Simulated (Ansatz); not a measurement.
Input:

End structure of a constructed model of the (111) surface of fcc Al, a pseudomorphic layer of Mg in the other hollow (bottom of the slab: a bare face, its two planes held):

```
CELL_PARAMETERS angstrom
      2.85810     0.00000     0.00000
     -1.42905     2.47518     0.00000
      0.00000     0.00000    30.00000
ATOMIC_POSITIONS crystal
  Al 0.33333 0.66667 0.26907
  Al 0.66667 0.33333 0.34686
  Al 0.00000 0.00000 0.42433
  Al 0.33333 0.66667 0.50250
  Al 0.66667 0.33333 0.58051
  Al 0.00000 0.00000 0.65837
  Mg 0.66667 0.33333 0.74335
```

Model: 7-atom slab, 13.9 Å thick at the start with caps and adatoms (thin: gaps and levels are the slab's own), 15x15x1 mesh, Fermi-Dirac 0.1 eV, dipole correction, 2 atoms held, the rest relaxed; start symmetry kept, larger cells not searched; no spin, no spin-orbit, no U. In PBE it lies 0.03 eV a 1x1 cell over the lowest computed structure of the same composition (a pseudomorphic layer of Mg in the host's stacking).

Give the work function of the top face at the level PBE in Ansatz (a program for electronic structure).

3.66 eV
